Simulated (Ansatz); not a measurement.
An Ansatz (an electronic-structure program) run: Ag with a change (biaxial strain −3.62 %, plane normal [111], relaxed out of plane); Kohn–Sham DFT with the r2SCAN functional, run in Ansatz with PAW and 500 eV plane waves, scalar-relativistic without spin-orbit coupling.

Input:

Ansatz 0.2 input:
```yaml
crystal:
  lattice:
    - [2.7977247909, 0, 0]
    - [1.3988623954, 2.4229007417, 0]
    - [1.3988623954, -0.8076335806, 2.4130308658]
  atoms:
    - { symbol: Ag, position: [0, 0, 0] }
basis: { ecutwfc: 500, ecutrho_ratio: 4, xc_grid: 4, fft_grid_basis: typed }
kpoints: { mp_grid: { grid: [19, 19, 19] } }
hamiltonian:
  xc: r2scan
  dispersion: none
  pseudopotentials: { kind: paw }
scf: { occupations: { method: fermi_dirac, width: 0.05 } }
relax: { f_tol: 0.005, max_steps: 50, cell: { stress_tol: 0.01, fix: [a, b, gamma] } }
output: { forces: true, stress: true }
checkpoint: { write: state.ck, write_every: 1000 }
```

Output (explanatory and most iteration lines left out):

```
Relaxation: its limit of steps is 50 (relax.max_steps)
Pseudopotential: Ag, paw, valence charge 19
Crystal: 1 atoms, lattice volume = 16.357 Å³
Basis set: ecut = 500 eV, 423 PW (Γ), exchange–correlation on 96×96×96 points (64 copies of the dense FFT grid, shifted against one another)
Bands: 14, of which v1, the nominal top of the filled ones, is band 10 counted from 1 (9 counted from 0)
Symmetry: 12 space group operations
Space group: R-3m (ITA 166), of the structure as read, at distance tolerance 2.5e-5 Å
k-points: 670 of 6859
Functional: x = r2scan, c = r2scan; τ floored in thin density (d = 2e-4 eV/Å³)
SCF iter   1: F=—  HF=-7603.917449 eV  |F-HF|=—  |Δ(HF+E_count)|=         —  Δρ=1.09e-2  dr2=1.72e-2  dr2_τ=6.71e-4  ethr=1.77e-3  ⟨swp⟩=4.8  Hψ=48845  notcnv=0
SCF iter   2: F=—  HF=-7603.915058 eV  |F-HF|=—  |Δ(HF+E_count)|=   2.39e-3  Δρ=5.64e-3  dr2=3.63e-3  dr2_τ=4.32e-4  ethr=9.07e-5  ⟨swp⟩=2.0  Hψ=17487  notcnv=0  defer=204
SCF 1 converged in 6 iterations: F = -7603.915224 eV  dr2 = 5.06e-9
relax step   1: F+E_penalty+E_count = -7603.91522385 eV  Δ(F+E_penalty+E_count) = +0.000e0 eV  max|allowed force component| = 0.000e0 eV/Å  Δτ_max = 0.0000 Å  P = +7.145 GPa  Ω = 16.357 Å³  fix = [a, b, gamma]  reactions: a +9.114, b +9.114 GPa  (6 SCF iters, dr2 threshold 1.00e-7 eV, accepted)
[... steps on the carried basis left out ...]
relax step   6: F+E_penalty+E_count = -7603.91797801 eV  Δ(F+E_penalty+E_count) = +1.111e-6 eV  max|allowed force component| = 0.000e0 eV/Å  Δτ_max = 0.0000 Å  P = +5.174 GPa  Ω = 16.640 Å³  energy of the carried Pulay correction = -1.249e-6 eV  fix = [a, b, gamma]  reactions: a +7.760, b +7.760 GPa  (4 SCF iters, dr2 threshold 1.15e-9 eV, accepted)
Crystal: 1 atoms, lattice volume = 16.640 Å³
SCF iter   1: F=—  HF=-7603.917979 eV  |F-HF|=—  |Δ(HF+E_count)|=         —  Δρ=8.47e-7  dr2=7.67e-11  dr2_τ=5.28e-11  ethr=1.35e-10  ⟨swp⟩=4.0  Hψ=81704  notcnv=0
SCF iter   2: F=—  HF=-7603.917979 eV  |F-HF|=—  |Δ(HF+E_count)|=  4.64e-11  Δρ=5.09e-7  dr2=1.59e-11  dr2_τ=2.26e-12  ethr=4.03e-13 (applied; sched 1.00e-12)  ⟨swp⟩=2.0  Hψ=12899  notcnv=0
SCF 7 converged in 4 iterations: F = -7603.917979 eV  dr2 = 4.41e-14
SCF converged after 4 iterations
Free energy (F): -7603.917979 eV
Internal energy: -7603.916121 eV  (E = F + TS)
E sigma→0 (E₀):  -7603.917050 eV
Entropy (-TS):   -0.001858 eV (-1.858 meV/atom)
Fermi energy:    17.978576 eV
--- Forces (eV/Å), atoms counted from 1 ---
  atom   1  Ag     0.00000000     0.00000000     0.00000000
--- Stress (GPa, compression-positive) ---
        7.760198      -0.000000       0.000000
       -0.000000       7.760198       0.000000
        0.000000       0.000000       0.000670
  P = ⅓ Tr σ = 5.1737 GPa (51.737 kbar)
--- Relaxed structure (5 steps of the walk, 5 accepted, 2 SCFs on fresh bases) ---
  cell:  # Å, volume = 16.6404 Å³
    - [2.7977247908902387, 2.8867439397651164e-11, 3.864735255907705e-11]
    - [1.3988623954201194, 2.422900741722887, 3.605858604711476e-11]
    - [1.3988623954195418, -0.8076335805720061, 2.4548385599019658]
  atoms:
    - { symbol: Ag, position: [0.0, 0.0, 0.0] }
```

Without a gap, meshes like the base's 19×19×19 leave anisotropic stresses uncertain by several tenths of a GPa, and small strain energies with them. No phonon test of stability was made. The cell was made from Ag in the fcc (Cu type) structure (space group Fm-3m, No. 225) by this change: biaxial strain −3.62 %, plane normal [111], relaxed out of plane.
